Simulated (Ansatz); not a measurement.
Carrier properties of BP (I-4m2)

Consider the following.

```xyz
2
Lattice="0.0000 2.2796 2.2635 2.2796 0.0000 2.2635 2.2796 2.2796 0.0000" Properties=species:S:1:pos:R:3 pbc="T T T"
B      0.0000     0.0000     0.0000
P      1.1398     1.1398     1.1318
```

Level of theory: r2SCAN with spin-orbit coupling, rigid bands (plane waves, PAW; Ansatz, an electronic-structure program). Condition of this run: biaxial stress xx = yy = -2 GPa (compression positive) (the target of the relaxation). Cell: cell and atoms relaxed with r2SCAN, then loaded as said.

```yaml
band_gap: 1.31 eV
electron conductivity mass (300 K, dilute): 0.24 (x), 0.24 (y), 1.12 (z) mₑ
hole conductivity mass (300 K, dilute): 0.38 (x), 0.38 (y), 0.43 (z) mₑ
effective density of states N_c (300 K): 1.4e19 cm⁻³
effective density of states N_v (300 K): 8.6e18 cm⁻³
density_of_states_mass_electrons: 0.68 mₑ
density_of_states_mass_holes: 0.49 mₑ
Seebeck coefficient, n-type 1e19 cm⁻³, 300 K: -282 μV/K
best n-type power factor at 300 K for τ = 10 fs (best axis; densities from 1e16 to 1e21 cm⁻³ tried, whether or not they can be reached): 18.6 μW/(cm·K²) at 3e20 cm⁻³
Seebeck coefficient, p-type 1e19 cm⁻³, 300 K: 283 μV/K
best p-type power factor at 300 K for τ = 10 fs (best axis; densities from 1e16 to 1e21 cm⁻³ tried, whether or not they can be reached): 13.5 μW/(cm·K²) at 1e20 cm⁻³
```

Rigid bands; masses and Seebeck coefficients take one relaxation time τ for all states and one kind of carrier; polarons and phonon drag are left out.
